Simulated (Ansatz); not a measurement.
For TaSi₂ (model structure, started from the AlB2 type, P6/mmm, No. 191, 3 atoms in the cell), PBE (PAW; Ansatz, a first-principles code) gives:

```
Quantity                   Result
-------------------  ------------
lattice parameter a       4.410 Å
lattice parameter c       2.648 Å
cohesive energy      5.73 eV/atom
```

Question: What does r²SCAN (Ansatz, plane waves, PAW) give for the same quantities?

Answer: 
- lattice constant a: 4.373 Å (shrinks by 0.8 %)
- lattice parameter c: 2.628 Å (drops by 0.8 %)
- cohesive energy: 5.69 eV/atom (falls by 0.04 eV/atom)

Changes are worked out from the printed values.

Unless a cell is named, each level is at its own relaxed cell (PBE 14.87, r²SCAN 14.50 Å³/atom).

Levels without +SOC leave out spin–orbit coupling, which shifts energies and cells of such heavy elements.

Ansatz's density-functional and Hartree–Fock values are scalar-relativistic unless marked +SOC, with PAW data made under PBE.

A model structure was made by putting elements into a prototype or built by hand; it is no filed structure, need not be a known phase, and can be a saddle point held by its symmetry.
